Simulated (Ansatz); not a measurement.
Si (C2/m, No. 12, 8 atoms in the cell; start mp-1079297; another form than the element's usual one) was calculated with r²SCAN in Ansatz (plane waves, PAW).

Input:

Ansatz 0.2 input:
```yaml
crystal:
  lattice:
    - [6.8760599701, -1.9107292413, -0.0011635097]
    - [6.8760599701, 1.9107292413, -0.0011635097]
    - [-0.7437994141, 0.0, 6.2518280348]
  atoms:
    - { symbol: Si, position: [0.0556240109, 0.0556240109, 0.8742184948] }
    - { symbol: Si, position: [0.9443759891, 0.9443759891, 0.1257815052] }
    - { symbol: Si, position: [0.5590178962, 0.5590178962, 0.6534800279] }
    - { symbol: Si, position: [0.4409821038, 0.4409821038, 0.3465199721] }
    - { symbol: Si, position: [0.21280921, 0.21280921, 0.0573822598] }
    - { symbol: Si, position: [0.78719079, 0.78719079, 0.9426177402] }
    - { symbol: Si, position: [0.727060281, 0.727060281, 0.5855366216] }
    - { symbol: Si, position: [0.272939719, 0.272939719, 0.4144633784] }
basis:
  ecutwfc: 560
  ecutrho_ratio: 4
  xc_grid: 3
kpoints:
  mp_grid: { grid: [10, 10, 6] }
hamiltonian:
  xc: r2scan
  dispersion: none
  pseudopotentials: { kind: paw }
scf:
  occupations: { method: fermi_dirac, width: 0.01 }
output:
  forces: true
  stress: true
  eigenvalues: true
relax:
  f_tol: 0.004
  escape_saddle: false
  max_steps: 80
  cell: { stress_tol: 0.02, fix: [volume] }
```

Output (set-up and result lines):

```
Relaxation: its limit of steps is 80 (relax.max_steps)
Crystal: 8 atoms, lattice volume = 164.273 Å³
Basis set: ecut = 560 eV, 4955 PW (Γ), exchange–correlation on 180×180×150 points (27 copies of the dense FFT grid, shifted against one another)
Bands: 24, of which v1, the nominal top of the filled ones, is band 16 counted from 1 (15 counted from 0)
Symmetry: 4 space group operations
Space group: C2/m (ITA 12), of the structure as read, at distance tolerance 5.5e-5 Å
k-points: 172 of 600
Functional: x = r2scan, c = r2scan; τ floored in thin density (d = 2e-4 eV/Å³)
SCF iter   1: F=—  HF=-5111.783870 eV  |F-HF|=—  |Δ(HF+E_count)|=         —  Δρ=3.96e-3  dr2=2.49e-2  dr2_τ=5.24e-2
SCF iter   2: F=—  HF=-5111.857127 eV  |F-HF|=—  |Δ(HF+E_count)|=   7.33e-2  Δρ=2.61e-3  dr2=9.80e-3  dr2_τ=3.61e-5
  ...
SCF 1 converged in 6 iterations: F = -5111.855982 eV  dr2 = 1.40e-8
Crystal: 8 atoms, lattice volume = 164.273 Å³
Basis set: ecut = 560 eV, 4953 PW (Γ), exchange–correlation on 180×180×150 points (27 copies of the dense FFT grid, shifted against one another)
Initial density: handed on by an earlier stage of this run
SCF 2 converged in 4 iterations: F = -5111.856868 eV  dr2 = 6.13e-8
Crystal: 8 atoms, lattice volume = 164.273 Å³
Basis set: ecut = 560 eV, 4947 PW (Γ), exchange–correlation on 180×180×150 points (27 copies of the dense FFT grid, shifted against one another)
SCF 3 converged in 4 iterations: F = -5111.856921 eV  dr2 = 3.32e-9
Crystal: 8 atoms, lattice volume = 164.273 Å³
SCF iter   4: F=—  HF=-5111.856920 eV  |F-HF|=—  |Δ(HF+E_count)|=  4.55e-11  Δρ=1.04e-7  dr2=1.37e-11  dr2_τ=8.11e-13
SCF iter   5: F=-5111.856920 eV  HF=-5111.856920 eV  |F-HF|=0.00e0  |Δ(HF+E_count)|=  1.73e-11  Δρ=2.32e-8  dr2=1.08e-12  dr2_τ=2.78e-14
SCF 4 converged in 5 iterations: F = -5111.856920 eV  dr2 = 1.08e-12
SCF converged after 5 iterations
Free energy (F): -5111.856920 eV
Internal energy: -5111.856920 eV  (E = F + TS)
E sigma→0 (E₀):  -5111.856920 eV
Fermi energy:    6.306453 eV
--- Forces (eV/Å), atoms counted from 1 ---
  atom   1  Si    -0.00039598     0.00000000     0.00163186
  atom   2  Si     0.00039598    -0.00000000    -0.00163186
  atom   3  Si     0.00026676     0.00000000    -0.00067959
  atom   4  Si    -0.00026676    -0.00000000     0.00067959
  atom   5  Si     0.00157649     0.00000000    -0.00396522
  atom   6  Si    -0.00157649    -0.00000000     0.00396522
  atom   7  Si     0.00182955     0.00000000     0.00168500
  atom   8  Si    -0.00182955    -0.00000000    -0.00168500
--- Stress (GPa, compression-positive) ---
        1.840031       0.000000      -0.002125
        0.000000       1.828388       0.000000
       -0.002125       0.000000       1.862053
  P = ⅓ Tr σ = 1.8435 GPa (18.435 kbar)
```

The cell is one volume of an energy–volume scan, off the minimum.

The PAW data were made under PBE.

Note: the relaxation could not lower the start's symmetry, so the cell can be a saddle point above a distorted one.

The result took roughly 8 core-minutes.

A start named mp-… is a Materials Project structure, which need not be a measured phase.

Ansatz is a program for electronic structure.
